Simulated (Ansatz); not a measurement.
The starting structures come from a database of crystals and need not be the phases stable at ambient conditions.

Tunnelling through a barrier is set by its complex band structure: the current falls as exp(−2κd) with the smallest κ.

```yaml
crystal:
  lattice:
    - [8.27193, 0.00000, 0.00000]
    - [0.00000, 8.36025, 0.00000]
    - [4.13597, 0.00000, 4.13597]
  atoms:
    - { symbol: K, position: [0.50000, 0.00000, 0.00000] }
    - { symbol: K, position: [0.00000, 0.00000, 0.00000] }
    - { symbol: Na, position: [0.50000, 0.24107, 0.50000] }
    - { symbol: Na, position: [0.00000, 0.75893, 0.50000] }
    - { symbol: La, position: [0.50000, 0.50000, 0.00000] }
    - { symbol: La, position: [0.00000, 0.50000, 0.00000] }
    - { symbol: Ta, position: [0.00000, 0.25400, 0.50000] }
    - { symbol: Ta, position: [0.50000, 0.74600, 0.50000] }
    - { symbol: O, position: [0.00000, 0.03193, 0.50000] }
    - { symbol: O, position: [0.50000, 0.96807, 0.50000] }
    - { symbol: O, position: [0.22843, 0.32469, 0.04314] }
    - { symbol: O, position: [0.77157, 0.32469, 0.50000] }
    - { symbol: O, position: [0.77157, 0.32469, 0.95686] }
    - { symbol: O, position: [0.22843, 0.32469, 0.50000] }
    - { symbol: O, position: [0.72843, 0.67531, 0.50000] }
    - { symbol: O, position: [0.27157, 0.67531, 0.95686] }
    - { symbol: O, position: [0.27157, 0.67531, 0.50000] }
    - { symbol: O, position: [0.72843, 0.67531, 0.04314] }
```

Space group of this cell: P4/nmm. The cell is taken as given; by r2SCAN its mean pressure is -3.5 GPa.

Transport runs along the normal of the first two printed cell vectors, the (110) plane of the conventional cell.

The gap is the functional's own, uncorrected, and κ follows it; spin-orbit coupling is left out. Mid-gap values are interpolated between the computed energies.

Q: Give the band gap and the smallest decay constant κ at mid-gap that r2SCAN in Ansatz (a first-principles code) yields.

A: Gap 4.11 eV on a 8×4×8 mesh; κ = 0.466 1/Å, at the zone centre.
